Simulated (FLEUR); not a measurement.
# Input and output of a self-consistent single point for Pb (Im-3m, 1 atom in the cell) (FLEUR)

Method of the run: FLEUR with PBEsol, all-electron FLAPW (FLEUR), scalar-relativistic valence.

Input as run:

Input of the input generator:

```
Pb
&input film=f /
-1.9796600000 1.9796600000 1.9796600000
1.9796600000 -1.9796600000 1.9796600000
1.9796600000 1.9796600000 -1.9796600000
1.8897261246
1.0 1.0 1.0

1
82 0.0000000000 0.0000000000 0.0000000000

&comp jspins=1 /
&exco xctyp='PBEs' /
&kpt div1=15 div2=15 div3=15 /
&end /
```

```xml
<?xml version="1.0" encoding="UTF-8" standalone="no"?>
<fleurInput fleurInputVersion="0.39">
   <comment>
      Pb                                                                                                  
   </comment>
   <calculationSetup>
      <cutoffs Kmax="4.5" Gmax="22.5" GmaxXC="22.5" numbands="0"/>
      <scfLoop itmax="60" minDistance="0.00001" maxIterBroyd="15" imix="Anderson" alpha="0.05" precondParam="0.0" spinf="2.0"/>
      <coreElectrons ctail="T" frcor="F" kcrel="0" coretail_lmax="0"/>
      <xcFunctional name="PBEs" relativisticCorrections="F"/>
      <magnetism jspins="1"/>
      <soc l_soc="F" theta="0.0" phi="0.0" spav="F"/>
      <expertModes spex="0" secvar="F"/>
      <geometryOptimization l_f="T" forcealpha="1.0" forcemix="BFGS" epsdisp="0.00001" epsforce="0.00001"/>
      <ldaU l_linMix="F" mixParam="0.05" spinf="1.0"/>
   </calculationSetup>
   <cell>
      <bzIntegration valenceElectrons="20.0" mode="hist" fermiSmearingEnergy="0.00367493">
         <kPointListSelection listName="default-1"/>
         <!-- k-points included here -->
         <xi:include xmlns:xi="http://www.w3.org/2001/XInclude" href="kpts.xml"> </xi:include>
      </bzIntegration>
      <!-- symmetry operations included here -->
      <xi:include xmlns:xi="http://www.w3.org/2001/XInclude" href="sym.xml"> </xi:include>
      <bulkLattice scale="1.0">
         <bravaisMatrix>
            <row-1>   -3.7410152198256359     3.7410152198256359     3.7410152198256359</row-1>
            <row-2>    3.7410152198256359    -3.7410152198256359     3.7410152198256359</row-2>
            <row-3>    3.7410152198256359     3.7410152198256359    -3.7410152198256359</row-3>
         </bravaisMatrix>
      </bulkLattice>
   </cell>
   <atomSpecies>
      <species name="Lead (Pb)" element="Pb" atomicNumber="82">
         <mtSphere radius="2.66" gridPoints="879" logIncrement="0.015"/>
         <atomicCutoffs lmax="10" lnonsphr="8"/>
         <electronConfig flipSpins="F">
            <coreConfig>(1s1/2) (2s1/2) (2p1/2) (2p3/2) (3s1/2) (3p1/2) (3p3/2) (4s1/2) (3d3/2) (3d5/2) (4p1/2) (4p3/2) (4d3/2) (4d5/2) (4f5/2) (4f7/2) (5s1/2)</coreConfig>
            <valenceConfig>(5p1/2) (5p3/2) (6s1/2) (5d3/2) (5d5/2) (6p1/2) (6p3/2)</valenceConfig>
            <stateOccupation state="(6p1/2)" spinUp="0.3333333333333" spinDown="0.3333333333333"/>
            <stateOccupation state="(6p3/2)" spinUp="0.6666666666667" spinDown="0.6666666666667"/>
         </electronConfig>
         <energyParameters s="6" p="6" d="5" f="5"/>
         <lo type="SCLO" l="1" n="5" eDeriv="0"/>
         <lo type="SCLO" l="1" n="5" eDeriv="1"/>
         <lo type="SCLO" l="0" n="6" eDeriv="2"/>
         <lo type="SCLO" l="2" n="5" eDeriv="2"/>
         <lo type="SCLO" l="3" n="5" eDeriv="2"/>
      </species>
   </atomSpecies>
   <atomGroups>
      <atomGroup species="Lead (Pb)">
         <relPos label="                   1">.0000000000 .0000000000 .0000000000</relPos>
         <force calculate="T" relaxXYZ="TTT"/>
      </atomGroup>
   </atomGroups>
   <output dos="F" band="F" slice="F">
      <checks vchk="F" cdinf="F"/>
      <bandDOS minEnergy="-.5*Htr" maxEnergy="0.5*Htr" sigma="0.015" storeEVData="T"/>
      <vacuumDOS vacdos="F" integ="F" star="F" nstars="0" locx1="0.0" locy1="0.0" locx2="0.0" locy2="0.0" nstm="0" tworkf="0.0"/>
      <unfoldingBand unfoldBand="F" supercellX="1" supercellY="1" supercellZ="1"/>
      <plotting iplot="0" polar="F">
         <plot TwoD="T" vec1="  1.0  0.0  0.0" vec2="  0.0  1.0  0.0" vec3="  0.0  0.0  1.0" zero="  0.0  0.0  0.0" file="plot"/>
      </plotting>
      <chargeDensitySlicing numkpt="0" minEigenval="0.0" maxEigenval="0.0" nnne="0" pallst="F"/>
      <specialOutput eonly="F"/>
      <magneticCircularDichroism mcd="F" energyLo="-10.0" energyUp="0.0"/>
   </output>
  <!-- We include the file relax.xml here to enable relaxations (see documentation) -->
  <xi:include xmlns:xi="http://www.w3.org/2001/XInclude" href="relax.xml"> <xi:fallback/> </xi:include>
</fleurInput>
```

Log, with long lists cut:

```
      Welcome to FLEUR        (www.flapw.de)
      MaX-Release 8.1          (www.max-centre.eu)

 ========== k-point set info ==========
 Selected k-point list: default-1
 k-point list type: mesh
 15 x 15 x 15
 Number of k points: 120

 ------------Calculation Setup---------------------------
           1           2           3           4           5           6           8          10          12          15          20          24          30          40          60         120
 Number of basis functions:          369
 Iteration:     1   Distance:      10.90475611 me/bohr^3
 Iteration:     2   Distance:      10.25855223 me/bohr^3
 Iteration:     3   Distance:       3.28694196 me/bohr^3
 Iteration:     4   Distance:       0.24375392 me/bohr^3
 Iteration:     5   Distance:       0.24425306 me/bohr^3
 Iteration:     6   Distance:       0.04909982 me/bohr^3
 Iteration:     7   Distance:       0.00286524 me/bohr^3
 Iteration:     8   Distance:       0.00205217 me/bohr^3
 Iteration:     9   Distance:       0.00018851 me/bohr^3
 Iteration:    10   Distance:       0.00009361 me/bohr^3
 Iteration:    11   Distance:       0.00001837 me/bohr^3
 Iteration:    12   Distance:       0.00000269 me/bohr^3

 Run finished successfully
 Stop message:
   Structural relaxation: Done

[file out, last iteration]
             iter=     13
          p o t e n t i a l   g e n e r a t o r
[...]
          integral of pseudo charge density inside the slab=        0.000000   0.000000
     coulomb potential in the interstitial region:
          density-coulomb potential integrals
          total density-coulomb potenti   -36786.6965782325
          density-effective potential integrals for spin  1
          total density-effective poten   -3.7293423839E+04
          charge density-energy density integrals
          total charge density-energy d   -3.8463923775E+02
 Updated energy parameters for spin:           1
  Atom    1 6s branch from -4.83 to  0.61 htr. ; e_l = -0.0242
  Atom    1 6p branch from -2.69 to  1.44 htr. ; e_l =  0.2563
  Atom    1 5d branch from-14.28 to -0.26 htr. ; e_l = -0.2863
  Atom    1 5f branch from -4.43 to  1.90 htr. ; e_l =  0.5948
  Atom    1 5p branch from-23.20 to -2.69 htr. ; e_l(l -2.7555
  Atom    1 5p branch from-23.20 to -2.69 htr. ; e_l(l -2.7555
  Atom    1 6s branch from -4.83 to  0.61 htr. ; e_l(l -0.0242
  Atom    1 5d branch from-14.28 to -0.26 htr. ; e_l(l -0.3179
  Atom    1 5f branch from -4.43 to  1.90 htr. ; e_l(l  0.5948
[...]
 fermi energy and band-weighting factors:
at  -0.40000   0.46667   0.46667   k-weight:    0.002370
   16 eigenvalues :
   -2.690267   -2.690267   -2.690259   -0.328072   -0.328072   -0.315777   -0.314679   -0.314679
    0.095414    0.277521    0.277521    0.309470    0.483315    0.483315    0.883795    0.945994
   [... 2 blocks of this kind left out ...]

[...]
FERMIE:
          first approx. to ef    (T=0)  :   0.297662 htr   (energy of the highest occ. eigenvalue)
          number of occ. states  (T=0)  :       1198
          first approx. to seigv (T=0)  : -18.906154 htr
          sum of weights of occ. states :  10.005630
          sum of semicore charge        :   0.000000 e
FERHIS:  Fermi-Energy by histogram:
          bandgap                     :   0.000787 htr
          charge neutrality (T=0)     :   0.011259    (zero if the highest occ. eigenvalue is "entirely" occupied)
     EF_NEWTON:  Adjust Fermi-Energy by Newton-Method.
               Number of iterations needed  :   4
               The error in the weight is   : -0.22204E-15
               The error in ef is           :  0.25818E-16 htr
     -->  new fermi energy            :   0.298388 htr
          valence charge              :  20.000000 e
          actual charge blw ef-8kt    :  19.562074 e
          actual charge blw ef+8kt    :  20.000000 e
          number of occ. states       :      1228
          sum of the valence weights  :   10.000000
          entropy         :   0.204639 *kb htr/K =   0.00000 htr/K
          sum of val. single particle energies:       -18.9091691281 htr
 Direct bandgap for spin            1 :    1.0583965112550553E-002  Htr
 at k-point            4  with k-vector  -0.40000000000000002       0.40000000000000002       0.46666666666666667
          valence density: spin= 1
[...]
     l-like charge
     atom     s        p        d        f        total
 -->  1    1.41226  6.76254  9.82182  0.00804   18.00559
          total charge for spin  1=   20.000000
          interst. charge =       1.994415
          mt charge=             18.005585
          total charge  =   20.000000
          z= 82.     r(1)=  0.507251E-05     dx= 0.015000     m.t.index= 879
               n    l     j    energy       weight
               1.   0.   0.5-3231.7604      2.0000
               2.   0.   0.5 -577.1852      2.0000
               2.   1.   0.5 -554.2478      2.0000
   [... 14 lines left out ...]
          atom type    1  (spin 1)
          kinetic energy=  0.240988141238E+05     sum of the eigenvalues= -0.129172781412E+05
          0.00004558  electrons lost from core.
          total charge for spin  1=   82.000000
          interst. charge =       1.994461
          mt charge=             80.005539
          total charge  =   82.000000
          zc=    82.000000     qfix=    1.000000
     t o t a l  e n e r g y
          sum of eigenvalues =            -12936.1873103747
          density-coulomb potential int   -36786.6965782325
          density-effective potential i   -37293.4238393066
          charge density-ex.-corr.energ     -384.6392377463
          el.-nucl. inter. diff. m.t.      26460.5127909336
          Madelung term for atom type:       -41.4029134290
 ---->    total energy=                   -20922.6667022933 htr
 ---->    (input%tkb*entropy) TS=              0.0007520331 htr
 ---->    free energy=                    -20922.6674543264 htr
      extrapolation for T->0
 ---->    total electron energy=          -20922.6670783098 htr
 ***** TOTAL FORCES ON ATOMS *****
 TOTAL FORCE FOR ATOM TYPE=  1  X=  0.000   Y=  0.000   Z=  0.000
                       FX_TOT= 0.000000 FY_TOT= 0.000000 FZ_TOT= 0.000000
 Structural relaxation: Done
```

The run converged in 12 iterations. FLEUR gives forces in its relaxation mode, with a further iteration, so its stop message speaks of a relaxation.

The starting cell comes from a database of computed structures (which also holds hypothetical and non-ambient phases and stackings), without a prior relaxation at this level. Spin-orbit coupling is off. Values depend on the basis (sphere radii, cutoffs, local orbitals), which need not be converged. The log's line on a gap gives a spacing of levels on this mesh, which the program prints for metals too.

Cost on one core of a shared machine: roughly 2 min.
